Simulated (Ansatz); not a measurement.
The starting structures come from a database of crystals and need not be the phases stable at ambient conditions.

 Where the default PAW files enter, the runs use the earlier of Ansatz's two default sets.

The decay constant κ of evanescent states in the gap governs leakage through a thin film.

Here is the system:

```
CELL_PARAMETERS angstrom
      4.08244     0.00000     0.00000
      0.00000     6.70936     0.00000
      2.04122     0.00000     3.53549
ATOMIC_POSITIONS crystal
  Al 0.33333 0.99932 0.33333
  Al 0.66667 0.49932 0.66667
  As 0.33333 0.62468 0.33333
  As 0.66667 0.12468 0.66667
```

Space group of this cell: P6_3mc, wurtzite. The cell is strained (all lengths scaled by 1.02); by PBEsol its mean pressure is -3.7 GPa.

Transport runs along the normal of the first two printed cell vectors, the (100) plane of the conventional cell.

The gap is the functional's own, uncorrected, and κ follows it; spin-orbit coupling is left out. Mid-gap values are interpolated between the computed energies.

Problem. State the band gap and the smallest decay constant κ at mid-gap according to PBEsol in Ansatz (a first-principles code).

Solution. Gap 1.48 eV on a 8×6×8 mesh; κ = 0.094 1/Å, at the zone centre.
